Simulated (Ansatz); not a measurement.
# Convergence study of the k-point mesh for Mg2Pd (I4mm, 3 atoms in the cell)

```
CELL_PARAMETERS angstrom
     -1.62813     1.62813     5.06532
      1.62813    -1.62813     5.06532
      1.62813     1.62813    -5.06532
ATOMIC_POSITIONS crystal
  Mg 0.65216 0.65216 0.00000
  Mg 0.35278 0.35278 0.00000
  Pd 0.00000 0.00000 0.00000
```

Method: PBEsol, default PAW files made with PBE (plane waves; Ansatz, a program for electronic structure).

Base settings: basis.ecutwfc = 420 eV; kpoints.mp_grid.grid = 14 14 14; hamiltonian.xc = pbesol; hamiltonian.pseudopotentials = {kind: paw} (the program's default PAW files); scf.occupations.method = fermi_dirac; scf.occupations.width = 0.1 eV.

Only quantities that move along the ladder and can be compared are tabulated.

The count of work is k-points × plane waves × bands × iterations; it is no time. Core times come from one kind of shared machine, to one figure; runs under 30 s give none.

The starting cell comes from a database of computed structures (which also holds hypothetical and non-ambient phases and stackings), without a prior relaxation at this level. Its lattice was rescaled by up to half a per cent. One atom was moved a little off its site on purpose. Spin polarisation is off. Ansatz's pressure includes its estimate of the finite-basis (Pulay) stress.

```csv
kpoints.mp_grid.grid,free energy less the last step's (meV/atom),pressure (GPa),largest difference of a force vector from the last step's (eV/Å),count of work / last,core time / last (rough)
2 2 2,317.24,1.35,0.075,0.0016,–
3 3 3,-28.06,-2.61,0.034,0.0024,–
4 4 4,-23.82,-1.66,0.007,0.0051,–
5 5 5,14.71,-1.75,0.049,0.0071,–
6 6 6,-5.54,-2.13,0.080,0.014,–
7 7 7,0.49,-1.93,0.021,0.016,–
8 8 8,3.48,-2.00,0.003,0.027,–
9 9 9,-0.48,-2.03,0.011,0.034,–
10 10 10,0.01,-1.97,0.006,0.047,–
11 11 11,0.30,-2.03,0.002,0.058,–
12 12 12,-0.97,-2.02,0.000,0.075,–
14 14 14,0.24,-2.02,0.002,0.11,–
15 15 15,-0.13,-2.01,0.002,0.13,–
18 18 18,-0.07,-2.01,0.000,0.22,0.2
22 22 22,0.04,-2.01,0.001,0.38,0.5
28 28 28,0.00,-2.01,0.000,0.75,0.6
31 31 31,0.00,-2.01,0.000,1.0,1
```

Coarsest kpoints.mp_grid.grid that holds the forces within 0.01 eV/Å of the last step, with all finer ones: 10 10 10, at 0.047 of the last step's count of work; the step before is off by 0.011 eV/Å.

Coarsest kpoints.mp_grid.grid that holds the free energy within 2 meV/atom of the last step, with all finer ones: 9 9 9, at 0.034 of the last step's count of work; the step before is off by 3.5 meV/atom.

Coarsest kpoints.mp_grid.grid that holds the pressure within 0.5 GPa of the last step, with all finer ones: 4 4 4, at 0.0051 of the last step's count of work; the step before is off by 0.60 GPa.

Keys are those of Ansatz 0.2.
